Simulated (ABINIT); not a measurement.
## Parameter sweep on Li₃C (Fm-3m, 4 atoms in the cell)

```yaml
crystal:
  lattice:
    - [0.00000, 2.63994, 2.63994]
    - [2.63994, 0.00000, 2.63994]
    - [2.63994, 2.63994, 0.00000]
  atoms:
    - { symbol: Li, position: [0.75000, 0.75000, 0.75000] }
    - { symbol: Li, position: [0.25000, 0.25000, 0.25000] }
    - { symbol: Li, position: [0.50000, 0.50000, 0.50000] }
    - { symbol: C, position: [0.00000, 0.00000, 0.00000] }
```

Base run A: PBEsol, norm-conserving pseudopotentials (PseudoDojo nc-sr-04 PBEsol standard) run with ABINIT, self-consistent single point.

Its settings: pseudos = [Li.upf, C.upf]; ecut = 41 Ha; ixc = -116133; occopt = 7; tsmear = 0.136 eV; ngkpt = 7 7 7; nshiftk = 1; shiftk = 0 0 0; potentials = PseudoDojo nc-sr-04 PBEsol standard; nband = 12; kptopt = 1; nstep = 50; tolvrs = 1e-12.

The starting cell comes from a database of computed structures (which also holds hypothetical and non-ambient phases and stackings), without a prior relaxation at this level.

ΔF is the free energy per atom less that of run A. 

```tsv
run	occopt, tsmear	ΔF (meV/atom)	pressure (GPa)	TS (meV/atom)
A	7, 0.136 eV	0.00	-1.29	5.6
B	4, 0.136 eV	3.4	-1.33	0.8
C	5, 0.136 eV	3.6	-1.34	0.4
D	7, 0.2 eV	-2.9	-1.27	9.8
E	7, 0.3 eV	-8.5	-1.19	19.2
```

Run D against A: The free energy falls by 2.9 meV/atom and the pressure hardly changes (-1.29 to -1.27 GPa).

Run B against A: The free energy rises by 3.4 meV/atom and the pressure hardly changes (-1.29 to -1.33 GPa).

Run E against A: The free energy goes down by 8.5 meV/atom and the pressure goes from -1.29 to -1.19 GPa.
